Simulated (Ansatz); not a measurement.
The starting structures come from a database of crystals and need not be the phases stable at ambient conditions.

 Where the default PAW files enter, the runs use the earlier of Ansatz's two default sets.

Crystal: RbH (Fm-3m, rock salt, not sure to be the ambient phase, 2 atoms a cell, 26.2 Å³ an atom); planes in its conventional cell.

The numbers are results of PBEsol (plane waves, PAW; Ansatz, a first-principles code), not measurements.

No gap correction and no spin-orbit coupling; mid-gap values are interpolated between computed energies.

```csv
plane,area of the cell (Å²),mid-gap κ (1/Å),largest κ in the gap (1/Å)
(110),24.9,0.27,0.28
(001),17.6,(withheld),(withheld)
(111),15.3,(withheld),(withheld)
```

Problem. The slowest decay depends on the direction. Supply the withheld values.

Solution. 
- (001), mid-gap κ (1/Å): 0.30
- (001), largest κ in the gap (1/Å): 0.30
- (111), mid-gap κ (1/Å): 0.25
- (111), largest κ in the gap (1/Å): 0.25
